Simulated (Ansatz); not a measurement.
The reference is BaO in the rock salt structure (space group Fm-3m, No. 225; a = 5.574 Å).

Perturbation: cell and atoms relaxed at a pressure of 3 GPa.

Levels (all Ansatz, a program for electronic structure, PAW): PBE (420 eV, scalar-relativistic without spin-orbit coupling); HSE06+SOC (420 eV, spin-orbit coupling included).

The geometry is relaxed with PBE.

PBE band gap: 1.97 eV

Task: Predict the band gap from HSE06+SOC.

Result: The band gap grows by 1.23 eV to 3.20 eV.

Single points use the geometry relaxed with PBE. HSE06 gaps are upper bounds (no full band path). The spin-orbit shifts are approximate. Load acts through the strain it causes; cell and atoms are relaxed under it. No phonon test of stability was made.
